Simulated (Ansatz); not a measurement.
Input and output of a self-consistent single point for BiAu₂ (Fd-3m, 6 atoms in the cell) (Ansatz, a quantum-chemistry and plane-wave program).

Method of the run: PBEsol, default PAW files made with PBE (plane waves; Ansatz).

```xyz
6
Lattice="0.0000 4.0132 4.0132 4.0132 0.0000 4.0132 4.0132 4.0132 0.0000" Properties=species:S:1:pos:R:3 pbc="T T T"
Bi     4.0132     4.0132     4.0132
Bi     6.0199     6.0199     6.0199
Au     3.0099     3.0099     1.0033
Au     3.0099     1.0033     3.0099
Au     1.0033     1.0033     1.0033
Au     1.0033     3.0099     3.0099
```

Reference input (self-consistent single point, DFT, PBEsol, plane waves, default PAW files made with PBE): kpoints.mp_grid.grid = 9 9 9; hamiltonian.xc = pbesol; hamiltonian.pseudopotentials = {kind: paw} (the program's default PAW files); scf.occupations.method = cold; scf.occupations.width = 0.272 eV. This run's input differs from it in these lines:

Ansatz 0.2 input:
```diff
@@ -15,3 +15,3 @@
   mp_grid:
-    grid: [9, 9, 9]
+    grid: [7, 7, 7]
 hamiltonian:
@@ -23,3 +23,3 @@
     method: cold
-    width: 0.272
+    width: 0.3
 output:
```

The program printed (abridged):

```
SCF iter   1: F=—  HF=-76512.737668 eV  |F-HF|=—  |Δ(HF+E_count)|=         —  Δρ=5.17e-3  dr2=2.93e-2  ethr=1.77e-3  ⟨swp⟩=6.7  Hψ=4648  notcnv=0
all-band conjugate gradients solve this SCF's bands
preconditioner: auto → Kerker (q_TF=auto, 2.640 Å⁻¹)
SCF iter   2: F=—  HF=-76512.731720 eV  |F-HF|=—  |Δ(HF+E_count)|=   5.95e-3  S|Δr|=    0.00e0  Δρ=2.25e-3  dr2=5.70e-3  ethr=2.76e-5  ⟨swp⟩=2.6  Hψ=2260  notcnv=0
SCF iter   3: F=—  HF=-76512.730044 eV  |F-HF|=—  |Δ(HF+E_count)|=   1.68e-3  S|Δr|=    0.00e0  Δρ=6.74e-4  dr2=1.07e-3  ethr=5.38e-6  ⟨swp⟩=2.0  Hψ=1644  notcnv=0
SCF iter   4: F=—  HF=-76512.729741 eV  |F-HF|=—  |Δ(HF+E_count)|=   3.03e-4  S|Δr|=    0.00e0  Δρ=1.44e-4  dr2=9.78e-5  ethr=1.01e-6  ⟨swp⟩=2.0  Hψ=1700  notcnv=0
SCF iter   5: F=—  HF=-76512.729732 eV  |F-HF|=—  |Δ(HF+E_count)|=   9.62e-6  S|Δr|=    0.00e0  Δρ=3.99e-5  dr2=1.25e-6  ethr=9.23e-8  ⟨swp⟩=2.0  Hψ=1727  notcnv=0
SCF iter   6: F=-76512.729731 eV  HF=-76512.729731 eV  |F-HF|=3.43e-8  |Δ(HF+E_count)|=   3.50e-7  S|Δr|=    0.00e0  Δρ=9.68e-6  dr2=8.87e-8  ethr=9.43e-11  ⟨swp⟩=8.5  Hψ=6959  notcnv=0
SCF 1 converged in 6 iterations: F = -76512.729731 eV  dr2 = 8.87e-8
Stability not checked (fill_not_monotonic)
Free energy (F): -76512.729731 eV
Internal energy: -76512.761754 eV  (E = F + TS)
E sigma→0 (E₀):  -76512.740406 eV
Entropy (-TS):   0.032023 eV (5.337 meV/atom)
Fermi energy:    16.292159 eV
--- Forces (eV/Å), atoms counted from 1 ---
  atom   1  Bi    -0.00000000     0.00000000     0.00000000
   [... zero for the other atoms too ...]
--- Stress (GPa, compression-positive) ---
       -3.525446       0.000000       0.000000
        0.000000      -3.525446      -0.000000
       -0.000000       0.000000      -3.525446
  P = ⅓ Tr σ = -3.5254 GPa (-35.254 kbar)
  The stress holds the Pulay correction. Without it, at fixed plane waves, as pw.x and ABINIT print it: P = -3.5664 GPa
```

The run converged in 6 iterations. Against the reference run the free energy drops by 1.4 meV/atom and the pressure moves little (-3.49 to -3.53 GPa).

The starting cell comes from a database of computed structures (which also holds hypothetical and non-ambient phases and stackings), without a prior relaxation at this level. With a pressure of about -4 GPa the cell is away from its equilibrium volume at this level. Ansatz's pressure includes its estimate of the finite-basis (Pulay) stress.
